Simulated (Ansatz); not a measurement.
LaZrNO2 (model structure, started from the LaTiNO2 type, I2₁2₁2₁, No. 24, 10 atoms in the cell) was calculated with HSE06 in Ansatz (plane waves, PAW).

Numerical settings: plane-wave cutoff 460 eV, 6×6×6 k mesh, Fermi–Dirac smearing 0.01 eV, scalar-relativistic PAW data made under PBE.

Cell (relaxed with PBEsol):

```cif
data_La2N2O4Zr2
_chemical_formula_sum 'La2 Zr2 N2 O4'
_space_group_name_H-M_alt 'P 1'
_space_group_IT_number 1
_cell_length_a 5.79465
_cell_length_b 5.79465
_cell_length_c 5.79465
_cell_angle_alpha 119.387
_cell_angle_beta 119.339
_cell_angle_gamma 91.108
loop_
_space_group_symop_operation_xyz
  'x, y, z'
loop_
_atom_site_label
_atom_site_type_symbol
_atom_site_fract_x
_atom_site_fract_y
_atom_site_fract_z
_atom_site_occupancy
La1 La 0.97783 0.75000 0.72783 1
La2 La 0.52217 0.25000 0.77217 1
Zr1 Zr 0.25000 0.51501 0.26501 1
Zr2 Zr 0.75000 0.98499 0.23499 1
N1 N 0.93458 0.68458 0.25000 1
N2 N 0.56542 0.81542 0.75000 1
O1 O 0.38905 0.75000 0.13905 1
O2 O 0.11095 0.25000 0.36095 1
O3 O 0.93876 0.18876 0.75000 1
O4 O 0.56124 0.31124 0.25000 1
```

Problem. Predict the band gap, smallest direct gap on the k points sampled and Γ–Γ gap.

Solution. 
- band gap: 3.36 eV (on the SCF k mesh)
- smallest direct gap on the k points sampled: 3.70 eV
- Γ–Γ gap: 3.78 eV

Note: the relaxation could raise the start's symmetry but not lower it, so the cell can be a saddle point; cell and atoms aren't relaxed at this level (largest force component 0.14 eV/Å, pressure 1.9 GPa).

Spin–orbit coupling is not included.

The computed numbers hold no vibrational or temperature effects.

A model structure was made by putting elements into a prototype or built by hand; it is no filed structure, need not be a known phase, and can be a saddle point held by its symmetry.

Ansatz is a first-principles code.
